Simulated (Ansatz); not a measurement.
The starting structures come from a database of crystals and need not be the phases stable at ambient conditions.

 Where the default PAW files enter, the runs use the earlier of Ansatz's two default sets.

The decay constant κ of evanescent states in the gap governs leakage through a thin film.

```yaml
crystal:
  lattice:
    - [4.08112, 0.00000, 0.00000]
    - [0.00000, 8.25670, 0.00000]
    - [2.04056, -4.12835, 4.12835]
  atoms:
    - { symbol: Re, position: [0.98380, 0.00000, 0.00000] }
    - { symbol: N, position: [0.57319, 0.00000, 0.00000] }
    - { symbol: Cl, position: [0.14708, 0.18933, 0.84981] }
    - { symbol: Cl, position: [0.33641, 0.66048, 0.47115] }
    - { symbol: Cl, position: [0.99689, 0.81067, 0.15019] }
    - { symbol: Cl, position: [0.80755, 0.33952, 0.52885] }
```

Space group of this cell: I4. The cell was relaxed by PBE-D3(BJ); by r2SCAN its mean pressure is -0.8 GPa.

Transport runs along the normal of the first two printed cell vectors, the (100) plane of the conventional cell.

The gap is the functional's own, uncorrected, and κ follows it; spin-orbit coupling is left out. Mid-gap values are interpolated between the computed energies.

Q: Predict the band gap and the smallest decay constant κ at mid-gap from r2SCAN (Ansatz, a first-principles code).

A: Gap 1.18 eV on a 8×8×8 mesh; κ = 0.284 1/Å, at the zone centre.
